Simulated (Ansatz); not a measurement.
CdSe under load (space group P6_3mc), r2SCAN with spin-orbit coupling, rigid bands in Ansatz (a first-principles code). Condition of this run: biaxial stress in the c plane of -1.4 GPa (compression positive) (the target of the relaxation). Band gap 1.01 eV, N_c = 8.40e17 cm⁻³ and N_v = 1.79e19 cm⁻³ at 300 K, conductivity masses along x (a = (4.38, 0.00, 0.00) Å; b = (-2.19, 3.79, 0.00) Å; c = (0.00, 0.00, 6.91) Å) of 0.110 mₑ (electrons) and 1.22 mₑ (holes). Take k_BT = 0.02585 eV.

**Question.** Find the intrinsic carrier density and the intrinsic Fermi level.

**Answer.** n_i = √(N_c N_v) exp(−E_g/2k_BT) = 3.88e18 × exp(−19.53) = 1.3e10 cm⁻³. The level lies (k_BT/2) ln(N_v/N_c) = 40 meV from mid-gap (positive towards the conduction band). Each 0.1 eV added to the gap lowers n_i by a factor of 6.9.

**Question.** What built-in voltage has an abrupt junction with N_A = 1e17 and N_D = 1e17 cm⁻³, all dopants ionised?

**Answer.** V_bi = E_g/e − (k_BT/e) ln(N_c N_v/(N_A N_D)) = 1.01 − 0.02585 × 7.32 = 0.82 V, for the computed gap.

**Question.** A film of it is 5 nm thick, with its normal along the direction named. Estimate the confinement energies in an infinite well.

**Answer.** ħ²π²/(2m t²) = 0.376 eV·nm²/(m/mₑ × t²) gives 137 meV for electrons and 12.3 meV for holes, so the gap would widen to about 1.16 eV. Finite barriers and nonparabolic bands lower this, and with several valleys or bands the heaviest mass along the normal sets the lowest level, not this average.

Rigid bands with the computed gap; masses take one relaxation time for all states. Geometry: cell and atoms relaxed with PBEsol.
